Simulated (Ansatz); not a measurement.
Output of an Ansatz run (abridged):

```
WARN ansatz: RAYON_NUM_THREADS=1 ignored (pool sized by the plan → 1); use --threads N
Pseudopotentials: kind: paw
Pseudopotential: Al, paw, valence charge 3
Pseudopotential: Ni, paw, valence charge 18
Crystal: 2 atoms, lattice volume = 23.921 Å³
Basis set: ecut = 420 eV, 461 PW (Γ)
Bands: 15, of which v1, the nominal top of the filled ones, is band 11 counted from 1 (10 counted from 0)
Symmetry: 48 space group operations
Space group: Pm-3m (ITA 221), of the structure as read, at distance tolerance 2.9e-5 Å
k-points: 56 of 1331
PAW frozen core: Al, regenerated for the run's functional, and the local potential with it
PAW frozen core: Ni, regenerated for the run's functional, and the local potential with it
Initial density: superposition of atomic densities (neutral atoms: chi_scale 0, normalization atom), corrected by the library's trained network
Initial wavefunctions: pseudopotential atomic-orbital guess
Eigensolver: davidson
Functional: x = slater, c = lda
SCF iter   1: F=—  HF=-6287.646064 eV  |F-HF|=—  |Δ(HF+E_count)|=         —  Δρ=1.39e-2  dr2=1.93e-2  ethr=1.77e-3  ⟨swp⟩=4.7  Hψ=3823  notcnv=0
all-band conjugate gradients solve this SCF's bands
preconditioner: auto → none
SCF iter   2: F=—  HF=-6287.642654 eV  |F-HF|=—  |Δ(HF+E_count)|=   3.41e-3  Δρ=3.30e-3  dr2=9.76e-4  ethr=9.18e-5  ⟨swp⟩=2.9  Hψ=1766  notcnv=0  defer=4
SCF iter   3: F=—  HF=-6287.642505 eV  |F-HF|=—  |Δ(HF+E_count)|=   1.49e-4  Δρ=9.29e-4  dr2=1.14e-4  ethr=4.65e-6  ⟨swp⟩=1.1  Hψ=860  notcnv=0  defer=4
SCF iter   4: F=—  HF=-6287.642481 eV  |F-HF|=—  |Δ(HF+E_count)|=   2.33e-5  Δρ=8.47e-5  dr2=1.24e-6  ethr=5.43e-7  ⟨swp⟩=1.1  Hψ=840  notcnv=0  defer=4
SCF iter   5: F=—  HF=-6287.642491 eV  |F-HF|=—  |Δ(HF+E_count)|=   9.89e-6  Δρ=6.24e-6  dr2=4.00e-9  ethr=5.90e-9  ⟨swp⟩=2.3  Hψ=1325  notcnv=0  defer=4
SCF iter   6: F=-6287.642491 eV  HF=-6287.642491 eV  |F-HF|=5.37e-11  |Δ(HF+E_count)|=  3.30e-10  Δρ=6.16e-7  dr2=5.59e-11  ethr=1.91e-11  ⟨swp⟩=2.2  Hψ=2601  notcnv=0
SCF 1 converged in 6 iterations: F = -6287.642491 eV  dr2 = 5.59e-11
SCF converged after 6 iterations
Free energy (F): -6287.642491 eV
Harris-Foulkes:  -6287.642491 eV  (|F-HF|=5.37e-11)
Internal energy: -6287.612043 eV  (E = F + TS)
E sigma→0 (E₀):  -6287.627267 eV
Entropy (-TS):   -0.030448 eV (-15.224 meV/atom)
Fermi energy:    13.643959 eV
--- Per-component energies (eV) ---
  E_band       = -339.488248
  E_kinetic    = 311.922049
  E_local      = -4451.531590  (includes V_loc(G=0)·N_el)
  E_nonlocal   = 651.468169
  E_hartree    = 1912.667306
  E_xc         = -125.639823
  E_vxc        = -141.038119  (∫ρ·V_xc dr)
  E_paw        = -2009.669249  (= ΣΔE_a)
  E_vpaw       = -535.644417  (= ΣTr[D̂ρ^β])
  E_aug_tail   = 0.000418  (compensation charges beyond the density's cutoff)
  E_ewald      = -2577.319160
  E_core_change = 0.489837  (= ΣΔE_core)
  E_smearing   = -0.030448  (= −TS)
  E_closure    = 0.000000  (closes the sum)
  Σ components = -6287.642491   (vs F -6287.642491, Δ=0.00e0)
--- Forces (eV/Å), atoms counted from 1 ---
  atom   1  Al     0.00000000    -0.00000000     0.00000000
  atom   2  Ni    -0.00000000     0.00000000     0.00000000
  max |Σ_I F_I| component: 3.62e-31 eV/Å
--- Stress (GPa, compression-positive) ---
       -8.355177       0.000000       0.000000
        0.000000      -8.355177       0.000000
        0.000000       0.000000      -8.355177
  P = ⅓ Tr σ = -8.3552 GPa (-83.552 kbar)
  The stress holds the Pulay correction. Without it, at fixed plane waves, as pw.x and ABINIT print it: P = -8.4464 GPa
--- Band table (eV; the first three rows and the last of 56) ---
  k-point 0: bands = ["-88.8484", "-49.6801", "-49.6801", "-49.6801", "2.5278", "10.3930", "10.3930", "12.0870", "12.0870", "12.0870", "19.0890", "19.0890", "19.0890", "21.8193", "21.8193"]
  k-point 1: bands = ["-88.8483", "-49.6820", "-49.6799", "-49.6799", "2.6799", "10.3812", "10.4282", "12.0213", "12.0213", "12.0942", "17.7152", "19.2886", "19.2886", "21.8270", "23.0167"]
  k-point 2: bands = ["-88.8480", "-49.6870", "-49.6796", "-49.6796", "3.1325", "10.2795", "10.5244", "11.8548", "11.8548", "12.1133", "15.7139", "19.8583", "19.8583", "21.8493", "24.4280"]
  k-point 55: bands = ["-88.8442", "-49.6990", "-49.6990", "-49.6990", "9.4291", "9.5851", "9.5851", "12.5532", "12.5532", "14.7065", "15.6115", "15.6115", "17.1406", "18.4081", "18.4081"]
```

The structure:

```
CELL_PARAMETERS angstrom
      2.88133     0.00000     0.00000
      0.00000     2.88133     0.00000
      0.00000     0.00000     2.88133
ATOMIC_POSITIONS crystal
  Al 0.50000 0.50000 0.50000
  Ni 0.00000 0.00000 0.00000
```

**Question.** Write an input that gives this output.

**Answer.** Other spellings and defaults could give the same log, and not every line can be read from it. The input that was run (DFT, LDA (PW92), plane waves, default PAW files made with PBE):

Ansatz 0.2 input:
```yaml
crystal:
  lattice:
    - [2.881330, 0.000000, 0.000000]
    - [0.000000, 2.881330, 0.000000]
    - [0.000000, 0.000000, 2.881330]
  atoms:
    - { symbol: Al, position: [0.500000, 0.500000, 0.500000] }
    - { symbol: Ni, position: [0.000000, 0.000000, 0.000000] }
basis:
  ecutwfc: 420.0 eV
kpoints:
  mp_grid:
    grid: [11, 11, 11]
hamiltonian:
  xc: lda
  pseudopotentials:
    kind: paw
scf:
  occupations:
    method: fermi_dirac
    width: 0.1 eV
output:
  forces: true
  eigenvalues: true
  stress: true
```

The starting cell has typed, rounded lattice constants, without a prior relaxation at this level. Its lattice was rescaled by up to half a per cent. Spin polarisation is off. With a pressure of about -8 GPa the cell is away from its equilibrium volume at this level. Ansatz's pressure includes its estimate of the finite-basis (Pulay) stress.

Ansatz is a quantum-chemistry and plane-wave program.
